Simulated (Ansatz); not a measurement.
L1₂ (Cu3Au-type) Ni3Al was calculated with PBE-D3(BJ) (PAW; Ansatz, a quantum-chemistry and plane-wave program).

Run with plane-wave cutoff 520 eV, 16×16×16 k mesh, Fermi–Dirac smearing 0.05 eV, spin-polarised with parallel moments, scalar-relativistic PAW data made under PBE.

Results at a series of volumes:

```tsv
V (Å³/atom)	E − E_lowest (meV/atom)
10.284	27.49
10.503	11.75
10.722	2.82
10.941	0.00
11.160	2.62
11.379	10.11
11.597	21.92
```

**Question.** Estimate the bulk modulus and its pressure derivative from these points.

**Answer.** V0 = 10.941 Å³/atom, B0 = 199 GPa, B′ = 4.7 (fit to the energies at full precision).

Measured, for comparison: bulk modulus 174 GPa (temperature not stated, no zero-point or thermal correction; as tabulated in Zarkevich et al. (2023), arXiv:2304.06869); equilibrium volume per atom 11.39 Å³/atom (temperature not stated, no zero-point or thermal correction; as tabulated in Tensorial elastic properties and stability of interface states associated with …). Computed (rounded) less measured: bulk modulus +14 %, equilibrium volume per atom -4.0 %.

The computed numbers hold no vibrational or temperature effects.

The result took roughly 7 core-minutes.
